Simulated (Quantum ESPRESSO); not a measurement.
**How a calculation on BaSiGe (P2_13, 12 atoms in the cell) responds to its settings**

```
BaSiGe
1.0
    6.76226     0.00000     0.00000
    0.00000     6.76226     0.00000
    0.00000     0.00000     6.76226
Ba Si Ge
4 4 4
Cartesian
  2.52841   5.90954   4.23385
  0.85272   0.85272   0.85272
  5.90954   4.23385   2.52841
  4.23385   2.52841   5.90954
  0.52232   3.90345   6.23995
  2.85881   2.85881   2.85881
  3.90345   6.23995   0.52232
  6.23995   0.52232   3.90345
  4.54424   1.16311   2.21802
  5.59915   5.59915   5.59915
  1.16311   2.21802   4.54424
  2.21802   4.54424   1.16311
```

Base run A: PBEsol, PseudoDojo standard norm-conserving (PBESOL) pseudopotentials (Quantum ESPRESSO 7.5), self-consistent single point.

Its settings: ecutwfc = 80 Ry; occupations = smearing; smearing = gauss; degauss = 0.0073499 Ry; potentials = {Ba: Ba.upf, Si: Si.upf, Ge: Ge.upf}; K_POINTS = automatic 2 2 2 0 0 0; conv_thr = 1e-10 Ry; mixing_beta = 0.4.

The starting cell comes from a database of computed structures (which also holds hypothetical and non-ambient phases and stackings), without a prior relaxation at this level. Its lattice was rescaled by a random factor within 2.5 % of one.

ΔF is the free energy per atom less that of run A. A dash stands where there is no value to compare (another energy zero or no entropy term, no result, no spin, no clean gap, or a mesh too coarse for one). 

```csv
run,degauss,ΔF (meV/atom),pressure (GPa),largest force (eV/Å),gap on the mesh (eV),TS (meV/atom)
A,0.0073499 Ry,0.00,0.20,0.079,0.789,0.0
B,0.0018375 Ry,0.00,0.20,0.079,0.789,0.0
C,0.0147 Ry,-0.03,0.20,0.079,0.789,0.3
D,0.036749 Ry,-7.9,0.37,0.116,–,29.6
E,0.058799 Ry,-37.0,0.59,0.156,–,108.7
```

Run D against A: The free energy goes down by 7.9 meV/atom, the pressure goes from 0.20 to 0.37 GPa and the largest force goes from 0.079 to 0.116 eV/Å.

Run E against A: The free energy goes down by 37.0 meV/atom, the pressure goes from 0.20 to 0.59 GPa and the largest force goes from 0.079 to 0.156 eV/Å.

Run B against A: The free energy is nearly the same (within 1 meV/atom), the pressure stays at 0.20 GPa, the largest force stays at 0.079 eV/Å and the gap on the mesh stays at 0.789 eV.
